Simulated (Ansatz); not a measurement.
PbTe, pressure series

Take PbTe in the rock salt structure (space group Fm-3m, No. 225) as the base.

```
CELL_PARAMETERS angstrom
      0.00000     3.22099     3.22099
      3.22099     0.00000     3.22099
      3.22099     3.22099     0.00000
ATOMIC_POSITIONS crystal
  Te 0.00000 0.00000 0.00000
  Pb 0.50000 0.50000 0.50000
```

Cell and atoms are relaxed at each pressure.

All numbers come from PBEsol (Ansatz, a quantum-chemistry and plane-wave program), without spin-orbit coupling.

Notes on the quantities. enthalpy: H = E + PV relative to the base's energy.

```tsv
change	enthalpy	band gap	volume per atom
base	–	0.65 eV	33.42 Å³
pressure −2 GPa	-0.43 eV/atom	0.75 eV	35.14 Å³
pressure −1 GPa	-0.21 eV/atom	0.70 eV	34.23 Å³
pressure 3 GPa	+0.61 eV/atom	0.51 eV	31.53 Å³
pressure 7 GPa	+1.37 eV/atom	0.34 eV	29.67 Å³
pressure 15 GPa	+2.78 eV/atom	zero	27.13 Å³
pressure 50 GPa	+8.03 eV/atom	zero	21.76 Å³
pressure 75 GPa	+11.27 eV/atom	zero	19.85 Å³
pressure 100 GPa	+14.25 eV/atom	zero	18.48 Å³
```

The mesh was chosen for an insulator and is coarse for the gapless case. Spin-orbit coupling, missing from the scalar runs, can matter with Pb and Te. Load acts through the strain it causes; cell and atoms are relaxed under it. Whether these cells are dynamically stable was not tested. Competing high-pressure phases were not computed. All final runs are without spin polarisation. Gaps under 0.05 eV, about the width of the smearing, are given as zero. A zero or small gap of PbTe under pressure 15 GPa, PbTe under pressure 50 GPa and PbTe under pressure 75 GPa can be the functional's error rather than a property of the material.
